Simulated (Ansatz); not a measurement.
How well does each level of theory give the bulk modulus of L1₂ (Cu3Au-type) Al3Sc?

Reference value: 91.5 ± 1 GPa (measured, 298 K, no zero-point or thermal correction, polycrystal; as tabulated in A Combined Experimental and First-Principles Based Assessment of …).

**Question.** What do LDA, PBE, r²SCAN, HSE06, PBE0 give, and how far is each from the reference?

**Answer.** 
```json
[
 {"level (code)": "LDA (Ansatz)", "value (GPa)": "96.4", "cell (Å³/atom)": "16.39", "difference (%)": "+5.4"},
 {"level (code)": "PBE (Ansatz)", "value (GPa)": "86.6", "cell (Å³/atom)": "17.30", "difference (%)": "-5.4"},
 {"level (code)": "r²SCAN (Ansatz)", "value (GPa)": "94.0", "cell (Å³/atom)": "17.06", "difference (%)": "+2.7"},
 {"level (code)": "HSE06 (Ansatz)", "value (GPa)": "91.7", "cell (Å³/atom)": "17.14", "difference (%)": "+0.2"},
 {"level (code)": "PBE0 (Ansatz)", "value (GPa)": "94.6", "cell (Å³/atom)": "17.06", "difference (%)": "+3.4"}
]
```

The reference is not for a static lattice or low temperature, so close values are not ranked against it.

The reference has no zero-point or thermal correction, while the calculations are for a static lattice, so the differences are not the levels' errors alone. A static lattice is as a rule stiffer than a warm one, by over a tenth in soft solids.  Each level is taken at its own relaxed cell. Cutoffs and k meshes differ between the levels. Ansatz's density-functional and Hartree–Fock values are scalar-relativistic unless marked +SOC, with PAW data made under PBE.

Differences are worked out from the printed values.

Ansatz is a quantum-chemistry and plane-wave program.
